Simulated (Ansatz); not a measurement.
MgSnO3 (model structure, started from the cubic perovskite type, Pm-3m, No. 221, 5 atoms in the cell) was calculated with HSE06+SOC (Ansatz, a program for electronic structure, PAW).

Numerical settings: plane-wave cutoff 460 eV, 6×6×6 k mesh, Fermi–Dirac smearing 0.01 eV, PAW data made under PBE.

Cell (relaxed with PBEsol):

```yaml
crystal:
  lattice:
    - [3.98680, 0.00000, 0.00000]
    - [0.00000, 3.98680, 0.00000]
    - [0.00000, 0.00000, 3.98680]
  atoms:
    - { symbol: Mg, position: [0.00000, 0.00000, 0.00000] }
    - { symbol: Sn, position: [0.50000, 0.50000, 0.50000] }
    - { symbol: O, position: [0.00000, 0.50000, 0.50000] }
    - { symbol: O, position: [0.50000, 0.50000, 0.00000] }
    - { symbol: O, position: [0.50000, 0.00000, 0.50000] }
```

Question: Predict the band gap and smallest direct gap on the k points sampled.

Answer: 
- band gap: 2.42 eV (on the SCF k mesh) (indirect)
- smallest direct gap on the k points sampled: 3.62 eV

Note: the relaxation could raise the start's symmetry but not lower it, so the cell can be a saddle point; cell and atoms aren't relaxed at this level (pressure -1.9 GPa).

Static lattice: no zero-point or thermal effects.

It cost around 6 core-minutes (rough) of CPU time.

A model structure was made by putting elements into a prototype or built by hand; it is no filed structure, need not be a known phase, and can be a saddle point held by its symmetry.
